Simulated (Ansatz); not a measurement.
Start from Cu in the fcc (Cu type) structure (space group Fm-3m, No. 225; a = 3.5634 Å; relaxed with 0.1 eV smearing). Axes: x, y, z lie along the cube axes.

Computed with Ansatz (a quantum-chemistry and plane-wave program) PBEsol, no spin-orbit coupling, earlier PAW set.

Now apply this change: biaxial strain +1.75 %, plane normal [111], relaxed out of plane (Cartesian); in-plane vectors clamped, the third vector and the atoms free.

Question: Predict the new energy relative to the base and ratio −ε⊥/ε∥.

Answer: The energy grows by 6.5 meV/atom; the ratio −ε⊥/ε∥ comes out as 0.72.

No phonon test of stability was made. All final runs are without spin polarisation.
